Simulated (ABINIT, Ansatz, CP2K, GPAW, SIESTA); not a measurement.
## Code comparison for MgO (Fm-3m, 2 atoms in the cell)

Band-structure calculation.

```
MgO
1.0
    0.00000     2.10500     2.10500
    2.10500     0.00000     2.10500
    2.10500     2.10500     0.00000
Mg O
1 1
Direct
  0.00000   0.00000   0.00000
  0.50000   0.50000   0.50000
```

Shared settings, as Ansatz (a program for electronic structure) writes them: kpoints.mp_grid.grid = 7 7 7; scf.occupations.method = fermi_dirac; scf.occupations.width = 0.01 eV. Potentials and cutoffs stand in the table.

```csv
code,model,gap along the path (eV),smallest direct gap (eV),cutoff
GPAW,"PBE, GPAW PAW datasets PBE (gpaw-data 1.0.1)",4.76,4.76,550 eV
SIESTA,"GGA PBE, numerical atomic orbitals DZP, PseudoDojo PBE standard norm-conserving potentials (rewritten from UPF to PSML)",4.63,4.63,grid 300 Ry
Ansatz,"PBE, default PAW files",4.76,4.76,default
ABINIT,"PBE, norm-conserving pseudopotentials (PseudoDojo nc-sr-05 PBE standard)",4.78,4.78,42 Ha
CP2K,"PBE, GPW, DZVP-MOLOPT-SR-GTH basis, GTH-PBE potentials (GTH_POTENTIALS)",4.62,4.62,grid 1000 Ry
```

The spread over the programs that give each value: gap along the path within 0.16 eV; smallest direct gap within 0.16 eV.

SIESTA and CP2K use small atom-centred bases, whose incompleteness enters pressures, forces and empty levels differently from a plane-wave cutoff.

The starting cell has typed, rounded lattice constants, without a prior relaxation at this level.

Left out of this page: Quantum ESPRESSO, Elk and FLEUR (not drawn, or without a comparable value).

Keys are those of Ansatz 0.2.
